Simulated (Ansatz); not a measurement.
## TiB2 under a change: uniaxial strain ε_xx = −1.00 %

Start from TiB$_{2}$ (space group P6/mmm, No. 191; a = 3.017 Å, c = 3.185 Å). Axes: x lies along a and z along c of the hexagonal cell.

It is then changed as follows: uniaxial strain ε_xx = −1.00 %, all other strain components held at zero, atoms relaxed at fixed cell.

Computed with Kohn–Sham DFT with the PBEsol functional, run in Ansatz (a program for electronic structure) with PAW and 420 eV plane waves, no spin-orbit coupling. Settings: 13×13×10 k-points, 0.05 eV Fermi–Dirac smearing.

```json
[
 {"quantity": "volume per atom", "base": "8.37 Å³", "changed": "8.29 Å³", "shift": "-0.08 Å³"},
 {"quantity": "space group", "base": "P6/mmm (No. 191)", "changed": "Cmmm (No. 65)", "shift": "–"},
 {"quantity": "shortest interatomic distance", "base": "1.742 Å", "changed": "1.730 Å", "shift": "-0.012 Å"},
 {"quantity": "energy relative to the base (free energy F)", "base": "0 meV/atom", "changed": "+1.8 meV/atom", "shift": "+1.8 meV/atom"},
 {"quantity": "band gap", "base": "zero", "changed": "zero", "shift": "–"},
 {"quantity": "stress (xx, yy, zz, yz, xz, xy; compression positive) (rough)", "base": "–", "changed": "(7.0, 0.7, 1.2, 0.0, 0.0, 0.0) GPa", "shift": "–"}
]
```

A case with no gap was solved on a k-mesh chosen for an insulator, which is coarse for it. Without a gap, meshes like the base's 13×13×10 leave anisotropic stresses uncertain by several tenths of a GPa, and small strain energies with them. No phonon test of stability was made. All final runs are without spin polarisation.
